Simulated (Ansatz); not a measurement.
# KCl: energy against strain

KCl (rock salt, Fm-3m, 30.411 Å³/atom at rest) under an equal strain ε in the (111) plane with the normal axis free, as in a coherent film. PBEsol in Ansatz, a plane-wave DFT program (PAW, default set), 420 eV, 9×9×9 Γ-centred mesh, Fermi-Dirac smearing 0.05 eV; ions are relaxed within the symmetry of each cell.

Here s stands for strain and y for E less E0.

| strain (%) | E less E0 (meV/atom) |
|---|---|
| -1.25 | 0.82 |
| -0.83 | 0.36 |
| -0.42 | 0.10 |
| 0.00 | 0.00 |
| 0.42 | 0.08 |
| 0.83 | 0.33 |
| 1.25 | 0.75 |
| 2.50 | ? |

**Question.** Fit y against s with a parabola, and predict the withheld value at s = 2.50.

**Answer.** Least squares gives y = 0.000 - 0.0249·s + 0.5018·s². Residuals (row less fit): 0.005, -0.006, 0.001, 0.000, 0.002, 0.005, -0.003; standard error 0.005 (degrees of freedom: 4). Twice the quadratic coefficient over the volume, 2 × 0.5018 meV × 10⁴ × 0.1602 / 30.411 Å³, is twice the biaxial elastic modulus of this plane = 53 ± 0.3 GPa. At the withheld row, y = 0.000 - 0.0249 × 2.50 + 0.5018 × 2.50² = 3.074 meV/atom. The calculation gives 2.95 meV/atom, 0.124 meV/atom below the prediction (4.2 % of the range of y in the table). The row lies outside the fitted rows, so this is an extrapolation. The fitted rows scatter only by rounding.

One order more, fitted to all 13 runs of the series, follows each within 0.01, so the miss is the next term of a smooth law. Rows are the converged runs of the series near zero and its far end; series whose fitted rows scatter by over a few per cent of the range, as at a crossing or softening among them, aren't shown in this form. Most that stay on the fit to the last digits aren't either.
